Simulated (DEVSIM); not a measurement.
## CdTe p-n junction from an implanted or diffused profile

Device: CdTe p-n junction from an implanted or diffused profile, at 300 K.

```
layer (left to right)  material  thickness (μm)  Nd (cm⁻³)  τn (s)  τp (s)
---------------------  --------  --------------  ---------  ------  ------
1                          CdTe            70.0     1.5e14  2.3e-9  2.3e-9
```

Added acceptor profile: 4.3e17 cm⁻³ × exp(−(x − 0 μm)²/(2·(0.067 μm)²)). Left contact: ohmic. Right contact: ohmic. Voltage is applied to the left contact. Recombination: SRH at mid-gap, Auger. Mobility is μmin + (μ − μmin)/(1 + (N/Nref)^α).

This is a model device: material constants are rounded textbook-type values typed into the input, and sizes, dopings and lifetimes were drawn at random. Values at 300 K.

```
parameter        CdTe
-------------  ------
gap (eV)          1.5
affinity (eV)    4.28
permittivity     10.2
Nc (cm⁻³)        8e17
Nv (cm⁻³)      1.8e19
μn (cm²/Vs)      1000
μp (cm²/Vs)        80
μn,min            100
μp,min             10
Nref,n           1e17
Nref,p           1e17
αn                0.6
αp                0.6
Cn (cm⁶/s)      1e-30
Cp (cm⁶/s)      1e-30
```

DEVSIM, 1D drift-diffusion, Boltzmann statistics, complete ionisation; no tunnelling, impact ionisation, image-force lowering or self-heating.

Potential step across the device at zero bias: 1.182 V
Dark forward voltage at 1 A/cm²: 1.289 V

Small-signal capacitance in reverse bias (quasi-static):

```json
[
 {"V (V)": "-0.1", "C (nF/cm²)": "3.10"},
 {"V (V)": "-0.25", "C (nF/cm²)": "2.90"},
 {"V (V)": "-0.5", "C (nF/cm²)": "2.65"},
 {"V (V)": "-0.75", "C (nF/cm²)": "2.46"},
 {"V (V)": "-1", "C (nF/cm²)": "2.30"},
 {"V (V)": "-1.5", "C (nF/cm²)": "2.06"},
 {"V (V)": "-2", "C (nF/cm²)": "1.88"},
 {"V (V)": "-2.5", "C (nF/cm²)": "1.74"},
 {"V (V)": "-3.25", "C (nF/cm²)": "1.58"},
 {"V (V)": "-4", "C (nF/cm²)": "1.46"},
 {"V (V)": "-5", "C (nF/cm²)": "1.34"}
]
```

Dark forward current:

```
V (V)  J (A/cm²)
-----  ---------
0.05      1.0e-9
0.15      1.0e-8
0.25      7.9e-8
0.35      6.0e-7
0.45      4.6e-6
0.55      3.6e-5
0.65     0.00029
0.75      0.0025
0.85       0.023
0.95        0.13
1.05        0.33
1.15        0.60
1.25        0.88
1.35         1.2
1.45         1.5
1.55         1.8
1.65         2.1
1.75         2.5
1.85         2.8
1.95         3.1
```
